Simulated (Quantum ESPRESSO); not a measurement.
Worked example: self-consistent single point of NiAl (P4mm, 2 atoms in the cell) in Quantum ESPRESSO.

Method of the run: LDA (PW92), PseudoDojo standard norm-conserving (LDA) pseudopotentials (plane waves; Quantum ESPRESSO).

```yaml
crystal:
  lattice:
    - [2.88133, 0.00000, 0.00000]
    - [0.00000, 2.88133, 0.00000]
    - [0.00000, 0.00000, 2.88133]
  atoms:
    - { symbol: Al, position: [0.50000, 0.50000, 0.51735] }
    - { symbol: Ni, position: [0.00000, 0.00000, 0.00000] }
```

Reference input (self-consistent single point, DFT, LDA (PW92), plane waves, PseudoDojo standard norm-conserving (LDA) pseudopotentials): ecutwfc = 100 Ry; occupations = smearing; smearing = fd; degauss = 0.0073499 Ry; potentials = {Al: Al.upf, Ni: Ni.upf}; K_POINTS = automatic 7 7 7 0 0 0; conv_thr = 1e-10 Ry. This run's input differs from it in these lines:

```diff
@@ -15,3 +15,3 @@
   occupations = 'smearing'
-  smearing = 'fd'
+  smearing = 'gauss'
   degauss = 0.0073499
@@ -32,3 +32,3 @@
 K_POINTS automatic
-7 7 7  0 0 0
+12 12 12  0 0 0
```

Log, with long lists cut:

```
     Self-consistent Calculation

     iteration #  1     ecut=   100.00 Ry     beta= 0.70

     Threshold (ethr) on eigenvalues was too large:
     Diagonalizing with lowered threshold

     total energy              =    -340.03602862 Ry
     estimated scf accuracy    <       0.20418527 Ry

     iteration #  2     ecut=   100.00 Ry     beta= 0.70

     total energy              =    -339.86612944 Ry
     estimated scf accuracy    <       2.22927856 Ry

     iteration #  3     ecut=   100.00 Ry     beta= 0.70

     total energy              =    -340.16080515 Ry
     estimated scf accuracy    <       0.00370823 Ry

   [... 7 blocks of this kind left out ...]

     iteration # 11     ecut=   100.00 Ry     beta= 0.70

     total energy              =    -340.16177728 Ry
     estimated scf accuracy    <          5.2E-10 Ry

     iteration # 12     ecut=   100.00 Ry     beta= 0.70
     End of self-consistent calculation

     Number of k-points >= 100: set verbosity='high' to print the bands.

     the Fermi energy is    13.8458 ev

!    total energy              =    -340.16177728 Ry
     estimated scf accuracy    <          3.2E-11 Ry
     smearing contrib. (-TS)   =      -0.00031987 Ry
     internal energy E=F+TS    =    -340.16145741 Ry

     convergence has been achieved in  12 iterations

     Forces acting on atoms (cartesian axes, Ry/au):

     atom    1 type  1   force =     0.00000000    0.00000000   -0.00994201
     atom    2 type  2   force =     0.00000000    0.00000000    0.00994201

     Total force =     0.014060     Total SCF correction =     0.000003

          total   stress  (Ry/bohr**3)                   (kbar)     P=      -87.73
  -0.00059421   0.00000000   0.00000000          -87.41        0.00        0.00
   0.00000000  -0.00059421   0.00000000            0.00      -87.41        0.00
   0.00000000   0.00000000  -0.00060077            0.00        0.00      -88.38

   JOB DONE.
```

The run converged in 12 iterations. Against the reference run the free energy goes up by 12.4 meV/atom, the pressure hardly changes (-8.87 to -8.77 GPa) and the largest force hardly changes (0.255 to 0.256 eV/Å).

The starting cell has typed, rounded lattice constants, without a prior relaxation at this level. Its lattice was rescaled by up to half a per cent. One atom was moved a little off its site on purpose. Spin polarisation is off. With a pressure of about -9 GPa the cell is away from its equilibrium volume at this level.

Cost on one core of a shared machine: roughly 2 min.
